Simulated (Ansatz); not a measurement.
Reference: NaF (Fm-3m), PBEsol, rigid bands (plane waves, PAW, scalar-relativistic; Ansatz, a program for electronic structure); axes and stresses refer to this cell.

```xyz
2
Lattice="0.0000 2.3144 2.3144 2.3144 0.0000 2.3144 2.3144 2.3144 0.0000" Properties=species:S:1:pos:R:3 pbc="T T T"
Na     0.0000     0.0000     0.0000
F      2.3144     2.3144     2.3144
```

electron conductivity mass: 0.57 mₑ
Seebeck coefficient, n-type 1e19 cm⁻³: -227 μV/K
hole conductivity mass: 6.7 mₑ

### Question
Change: functional PBE, cell relaxed with it. What happens to electron conductivity mass, Seebeck coefficient, n-type 1e19 cm⁻³, hole conductivity mass?

### Answer
electron conductivity mass moves little, to 0.57 mₑ; Seebeck coefficient, n-type 1e19 cm⁻³ moves little, to -229 μV/K; hole conductivity mass grows to 7.2 mₑ.

### Question
Change: functional r2SCAN on the same cell. What happens to electron conductivity mass, Seebeck coefficient, n-type 1e19 cm⁻³, hole conductivity mass?

### Answer
electron conductivity mass moves little, to 0.58 mₑ; Seebeck coefficient, n-type 1e19 cm⁻³ moves little, to -229 μV/K; hole conductivity mass moves little, to 6.8 mₑ.

Masses are for dilute carriers at 300 K, harmonic means over directions unless an axis is named. Seebeck coefficients are for the stated density at 300 K, with one relaxation time for all states and whether or not that doping can be reached. Spin-orbit coupling is left out unless a row names it.
